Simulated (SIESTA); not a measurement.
**SIESTA run on ScF3 (C2, 4 atoms in the cell): self-consistent single point**

Level of theory: LDA PW92, numerical atomic orbitals DZP, PseudoDojo LDA standard norm-conserving potentials (rewritten from UPF to PSML) (SIESTA 5.4.2).

Input as run:

```
# files in the folder: Sc.psml F.psml (PseudoDojo LDA standard)
SystemName  ScF3
SystemLabel scf3

NumberOfAtoms                4
NumberOfSpecies              2
%block ChemicalSpeciesLabel
  1 21 Sc
  2 9 F
%endblock ChemicalSpeciesLabel
LatticeConstant              1.0 Bohr
%block LatticeVectors
     4.313934827   -5.800943307    0.000000000
     4.313934827    5.800943307    0.000000000
    -3.192121590    0.000000000    6.907370394
%endblock LatticeVectors
AtomicCoordinatesFormat      ScaledCartesian
%block AtomicCoordinatesAndAtomicSpecies
     4.313934827    5.671698290    0.000000000  1
     3.157747451    2.576662998    5.883490881  2
     2.278000614    2.576662998    1.023879514  2
     2.717874032   -5.024080980    3.453685197  2
%endblock AtomicCoordinatesAndAtomicSpecies

XC.functional                LDA
XC.authors                   PW92
PAO.BasisSize                DZP
PAO.EnergyShift              0.01 Ry
MeshCutoff                   350 Ry
%block kgrid.MonkhorstPack
    8   0   0  0.0
    0   8   0  0.0
    0   0   7  0.0
%endblock kgrid.MonkhorstPack
OccupationFunction           FD
ElectronicTemperature        10 K

MaxSCFIterations             150
SCF.Mixer.Method             Broyden
SCF.Mixer.Weight             0.25
SCF.Mixer.History            8
SCF.DM.Tolerance             1.0E-04
Diag.ParallelOverK           true
WriteForces                  true
```

Output, abridged:

```
reinit: Reading from file input.fdf

reinit: System Name: ScF3
reinit: System Label: scf3

coor:   Atomic-coordinates input format  =     Cartesian coordinates
coor:                                          (in units of alat)

siesta: Atomic coordinates (Bohr) and species
siesta:      4.31393   5.67170   0.00000  1        1
siesta:      3.15775   2.57666   5.88349  2        2
siesta:      2.27800   2.57666   1.02388  2        3
siesta:      2.71787  -5.02408   3.45369  2        4

siesta: System type = bulk

initatomlists: Number of atoms, orbitals, and projectors:      4    58    57

siesta: ******************** Simulation parameters ****************************
redata: Spin configuration                          = none
redata: Time-Reversal Symmetry                      = T
redata: Number of Atomic Species                    =        2
redata: Mesh Cutoff                                 =   350.0000 Ry
redata: Net charge of the system                    =     0.0000 |e|
redata: Min. number of SCF Iter                     =        0
redata: Max. number of SCF Iter                     =      150
redata: SCF convergence failure will abort job
redata: SCF mix quantity                            = Hamiltonian
redata: Mix DM or H after convergence               =   F
redata: Recompute H after scf cycle                 =   F
redata: Mix DM in first SCF step                    =   T
redata: No kicks to SCF
redata: DM Mixing Weight for Kicks                  =     0.5000
redata: Require Harris convergence for SCF          =   F
redata: Harris energy tolerance for SCF             =     0.000100 eV
redata: Require DM convergence for SCF              =   T
redata: DM tolerance for SCF                        =     0.000100
redata: Require EDM convergence for SCF             =   F
redata: EDM tolerance for SCF                       =     0.001000 eV
redata: Require H convergence for SCF               =   T
redata: Hamiltonian tolerance for SCF               =     0.001000 eV
redata: Require (free) Energy convergence for SCF   =   F
redata: (free) Energy tolerance for SCF             =     0.000100 eV
redata: Using DFT-D3 dispersion                     =   F
redata: Using Saved Data (generic)                  =   F
redata: Method of Calculation                       = Diagonalization
redata: Electronic Temperature                      =    10.0000 K
redata: Number of TDED substeps                     =        3
redata: Dynamics option                             = Single-point calculation
redata: Save all siesta data in one NC              =   F
redata: ***********************************************************************

%block SCF.Mixers
  Broyden
%endblock SCF.Mixers

%block SCF.Mixer.Broyden
  # Mixing method
  method broyden

  # Mixing options
  weight 0.2500
  weight.linear 0.2500
  weight.prime 0.2500
  history 8
%endblock SCF.Mixer.Broyden

DM_history_depth set to one: no extrapolation allowed by default for geometry relaxation
Size of DM history Fstack: 1
Total number of electrons:    32.000000
Total ionic charge:    32.000000

* ProcessorY, Blocksize:    1  59

* Orbital distribution balance (max,min):    58    58

k-point displ. along   1 input, could be:     0.00    0.50
k-point displ. along   2 input, could be:     0.00    0.50
 Kpoints in:          256 . Kpoints trimmed:          232

siesta: k-grid: Number of k-points = 232
siesta: k-points from Monkhorst-Pack grid
siesta: k-cutoff (effective) =    14.093 Ang
siesta: k-point supercell and displacements
siesta: k-grid:     8     0     0      0.000
siesta: k-grid:     0     8     0      0.000
siesta: k-grid:     0     0     7      0.000

diag: Algorithm                                     = D&C
diag: Parallel over k                               =   F
diag: Use parallel 2D distribution                  =   F
diag: Parallel block-size                           = 59
diag: Parallel distribution                         =     1 x     1
diag: Used triangular part                          = Lower
diag: Absolute tolerance                            =  0.100E-15
diag: Orthogonalization factor                      =  0.100E-05
diag: Memory factor                                 =  1.0000

superc: Internal auxiliary supercell:     5 x     5 x     5  =     125
superc: Number of atoms, orbitals, and projectors:    500   7250   7125

                        Single-point calculation

superc: Internal auxiliary supercell:     5 x     5 x     5  =     125
superc: Number of atoms, orbitals, and projectors:    500   7250   7125

outcell: Unit cell vectors (Ang):
        2.282836   -3.069727    0.000000
        2.282836    3.069727    0.000000
       -1.689198    0.000000    3.655223

outcell: Cell vector modules (Ang)   :    3.825515    3.825515    4.026667
outcell: Cell angles (23,13,12) (deg):    104.4973    104.4973    106.7265
outcell: Cell volume (Ang**3)        :     51.2293
new_DM -- step:     1
Initializing Density Matrix...

Attempting to read DM from file... Failed...
DM filled with atomic data:

InitMesh: MESH = 40 x 40 x 48 = 76800
InitMesh: Mesh cutoff (required, used) =   350.000   374.758 Ry

stepf: Fermi-Dirac step function

        iscf     Eharris(eV)        E_KS(eV)     FreeEng(eV)     dDmax    Ef(eV) dHmax(eV)
   scf:    1    -3329.111613    -3326.485575    -3326.485575  1.772834 -7.396001  7.225081
   scf:    2    -3329.423455    -3328.216155    -3328.216155  0.073455 -3.818363  3.520023
   scf:    3    -3328.610655    -3328.528773    -3328.528773  0.038162 -4.900167  0.526454
   scf:    4    -3328.540804    -3328.546102    -3328.546102  0.034937 -5.050165  0.456783
   scf:    5    -3328.503837    -3328.540013    -3328.540013  0.016128 -5.379805  0.573327
   scf:    6    -3328.558988    -3328.554955    -3328.554955  0.006470 -5.174439  0.032883
   scf:    7    -3328.554419    -3328.554728    -3328.554728  0.000649 -5.160102  0.076452
   scf:    8    -3328.555116    -3328.554984    -3328.554984  0.000707 -5.181676  0.011476
   scf:    9    -3328.554993    -3328.554991    -3328.554991  0.000123 -5.185476  0.000596
   scf:   10    -3328.554990    -3328.554990    -3328.554990  0.000038 -5.186304  0.003298
   scf:   11    -3328.554991    -3328.554991    -3328.554991  0.000039 -5.185118  0.000217

SCF Convergence by DM+H criterion
max |DM_out - DM_in|         :     0.0000394635
max |H_out - H_in|      (eV) :     0.0002168539
SCF cycle converged after 11 iterations

Using DM_out to compute the final energy and forces

siesta: E_KS(eV) =            -3328.5550

siesta: E_KS - E_eggbox =     -3328.5550

siesta: Atomic forces (eV/Ang):
     1    0.000000    0.172709    0.000000
     2    0.003301   -0.057350   -0.069083
     3   -0.003301   -0.057350    0.069083
     4   -0.000000   -0.050800    0.000000
   Tot    0.000000    0.007208   -0.000000
   Max    0.172709
   Res    0.063609    sqrt( Sum f_i^2 / 3N )
   Max    0.172709    constrained

Stress tensor Voigt[x,y,z,yz,xz,xy] (kbar):       -8.01       67.65       55.84       -0.00      -50.09        0.00
(Free)E + p*V (eV/cell)    -3329.7858
Target enthalpy (eV/cell)    -3328.5550

siesta: Program's energy decomposition (eV):
siesta: Ebs     =      -683.991275
siesta: Eions   =      5274.012120
siesta: Ena     =       943.943021
siesta: Ekin    =      1801.512291
siesta: Enl     =      -162.700983
siesta: Eso     =         0.000000
siesta: Edftu   =         0.000000
siesta: DEna    =        21.996990
siesta: DUscf   =         1.088724
siesta: DUext   =         0.000000
siesta: Ex      =      -597.568880
siesta: Ec      =       -62.814033
siesta: Exc     =      -660.382913
siesta: Eharris =     -3328.554991
siesta: Etot    =     -3328.554991
siesta: FreeEng =     -3328.554991

siesta: Atomic forces (eV/Ang):
siesta:      1    0.000000    0.172709    0.000000
siesta:      2    0.003301   -0.057350   -0.069083
siesta:      3   -0.003301   -0.057350    0.069083
siesta:      4   -0.000000   -0.050800    0.000000
siesta: ----------------------------------------
siesta:    Tot    0.000000    0.007208   -0.000000

siesta: Stress tensor (static) (eV/Ang**3):
siesta:    -0.004999    0.000000   -0.031262
siesta:     0.000000    0.042226   -0.000000
siesta:    -0.031262   -0.000000    0.034851

siesta: Cell volume =         51.229290 Ang**3

siesta: Pressure (static):
siesta:                Solid            Molecule  Units
siesta:          -0.00026168         -0.00028403  Ry/Bohr**3
siesta:          -0.02402612         -0.02607815  eV/Ang**3
siesta:         -38.49408950        -41.78180637  kBar
```

The run converged in 11 iterations.

The starting cell comes from a database of computed structures (which also holds hypothetical and non-ambient phases and stackings), without a prior relaxation at this level. Its lattice was rescaled by a random factor within 2.5 % of one. Values carry the incompleteness of an atom-centred basis. With a pressure of about -4 GPa the cell is away from its equilibrium volume at this level.
